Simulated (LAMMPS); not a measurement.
Consider Al (fcc), 4000 atoms, at 560 K and 5 GPa, heated as the crystal in molecular dynamics.

Level of theory: classical MD, pair style eam/fs, file AlFe_mm.eam.fs (LAMMPS).

Starting crystal:

```
Al
1.0
    4.05000     0.00000     0.00000
    0.00000     4.05000     0.00000
    0.00000     0.00000     4.05000
Al
4
Cartesian
  0.00000   0.00000   0.00000
  0.00000   2.02500   2.02500
  2.02500   0.00000   2.02500
  2.02500   2.02500   0.00000
```

Q: Estimate the state found, the first peak of g(r), the enthalpy per atom, the mean frequency of the vibrational (phonon) density of states for this model.

A: state found: crystal; no diffusion seen in 30 ps; first peak of g(r): 2.80 Å, height 5.4; enthalpy per atom: -2.7202 ± 0.0002 eV/atom; mean frequency of the vibrational (phonon) density of states: 6.6 THz.

Caution: the potential EAM-type AlFe_mm.eam.fs is made for dilute Fe in Al. Caution: a run this short can hold a crystal over, or a liquid under, the potential's own melting point, which these runs don't give.
